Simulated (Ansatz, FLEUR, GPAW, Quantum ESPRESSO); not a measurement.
ScSi₂Cu₂ (I4/mmm, 5 atoms in the cell) computed with different codes at matched settings

Self-consistent single point.

```yaml
crystal:
  lattice:
    - [-1.90284, 1.90284, 5.01380]
    - [1.90284, -1.90284, 5.01380]
    - [1.90284, 1.90284, -5.01380]
  atoms:
    - { symbol: Sc, position: [0.00000, 0.00000, 0.00000] }
    - { symbol: Si, position: [0.61353, 0.61353, 0.00000] }
    - { symbol: Si, position: [0.38647, 0.38647, 0.00000] }
    - { symbol: Cu, position: [0.25000, 0.75000, 0.50000] }
    - { symbol: Cu, position: [0.75000, 0.25000, 0.50000] }
```

Shared settings, as Ansatz (an electronic-structure program) writes them: kpoints.mp_grid.grid = 9 9 9; scf.occupations.method = fermi_dirac; scf.occupations.width = 0.01 Ry. Potentials and cutoffs stand in the table.

```json
[
 {"code": "GPAW", "model": "PBEsol, GPAW PAW datasets PBEsol (made by gpaw-setup)", "pressure (GPa)": "-1.65", "largest force (eV/Å)": "0.003", "cutoff": "800 eV"},
 {"code": "Ansatz", "model": "PBEsol, PAW files made with PBE", "pressure (GPa)": "-2.37", "largest force (eV/Å)": "0.089", "cutoff": "30.9 Ry"},
 {"code": "FLEUR", "model": "PBEsol, all-electron FLAPW (FLEUR), scalar-relativistic valence", "pressure (GPa)": "–", "largest force (eV/Å)": "0.108", "cutoff": "Kmax 4 1/bohr"},
 {"code": "Quantum ESPRESSO", "model": "PBEsol, SSSP 1.1.2 efficiency (PBE) pseudopotentials", "pressure (GPa)": "-2.11", "largest force (eV/Å)": "0.104", "cutoff": "60 Ry"}
]
```

A dash marks a value that a program does not give, or that is left out as unsure.

On Ansatz's run: spin polarisation is off.

The spread over the programs that give each value: pressure within 0.72 GPa; largest force within 0.105 eV/Å.

FLEUR treats all electrons, but the usual bases taken here (sphere radii, linearisation, local orbitals, empty states) were not tested for convergence, so the values are no reference for the others. Ansatz's pressure is given at a fixed set of plane waves, as the other plane-wave codes print theirs; with its correction for the finite basis it is -2.33 GPa. In the force vectors, GPAW (by 0.092) lies more than 0.08 eV/Å from the median of the plane-wave programs.

The starting cell comes from a database of computed structures (which also holds hypothetical and non-ambient phases and stackings), without a prior relaxation at this level. Its lattice was rescaled by a random factor within 2.5 % of one.

Left out of this page: SIESTA (unsound by tests on forces, stress, charge or solver warnings).

Keys are those of Ansatz 0.2.
